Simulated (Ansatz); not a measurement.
Where the default PAW files enter, the runs use the earlier of Ansatz's two default sets.

Input:

```
CELL_PARAMETERS angstrom
      3.80895     0.00000     0.00000
     -1.90448     3.29865     0.00000
      0.00000     0.00000    12.45260
ATOMIC_POSITIONS crystal
  Zn 0.66667 0.33333 0.74993
  Zn 0.33333 0.66667 0.24993
  Zn 0.00000 0.00000 0.50000
  Zn 0.00000 0.00000 0.00000
  S  0.66667 0.33333 0.93773
  S  0.33333 0.66667 0.43773
  S  0.00000 0.00000 0.68734
  S  0.00000 0.00000 0.18734
```

Space group of this cell: P6_3mc. The cell is taken as given.

Computed with r2SCAN (plane waves, PAW; Ansatz, a quantum-chemistry and plane-wave program).

The current runs along the normal of the first two printed vectors; no spin-orbit coupling. Scaled by the factor s: all lengths (ions clamped). Meshes 12×12×4 and 12×12 across the current in all rows.

| s | mean pressure (GPa) | band gap (eV) |
|---|---|---|
| 0.98 | 5.5 | ? |
| 1.00 | 0.1 | 2.75 |
| 1.02 | -4.0 | 2.47 |

Q: Take the slope of the band gap against ln s from the two given rows, extrapolate to s = 0.98, and say what the run there gives.

A: Slope = (2.47 − 2.75) / ln 1.02 = -14.1 eV. The line gives 2.75 + (-14.1) × ln 0.98 = 3.04 eV. The run gives 3.04 eV, as the line does.
